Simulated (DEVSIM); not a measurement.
System: Ru/TiO2/n-InP capacitor, at 300 K.

Layer 1 from the left is TiO2, thickness (nm) 19.0. Layer 2 from the left is InP, thickness (nm) 1700, Nd (cm⁻³) 6.5e15.

Metal gate on the left, work function 4.7 eV. Fixed charge at the semiconductor interface 0 cm⁻² (in units of +e); no interface traps.

The device is made up for the run: typed textbook-type constants, with dimensions and the other settings drawn at random. Values at 300 K.

TiO2: gap (eV) 3.2, affinity (eV) 3.9, permittivity 60. InP: gap (eV) 1.344, affinity (eV) 4.38, permittivity 12.5, Nc (cm⁻³) 5.7e17, Nv (cm⁻³) 1.1e19.

Task: Estimate by hand the flat-band voltage, the threshold voltage, and compare with a numerical solution.

Result: 
- Flat-band voltage: C = 2.80 μF/cm², work-function difference 0.204 V; VFB = φms − qNf/C = 0.20 V; numerical 0.20 V.
- Threshold voltage: φF = 0.518 V, depletion charge √(4εqNφF) = 4.89e-8 C/cm²; VT = VFB − 2φF − Qd/C = -0.85 V; numerical -0.85 V.

DEVSIM, 1D Poisson equation in equilibrium, Boltzmann statistics, complete ionisation; no quantum confinement or tunnelling. Metal contacts follow the ideal Schottky-Mott rule: no Fermi-level pinning, no interface dipoles.
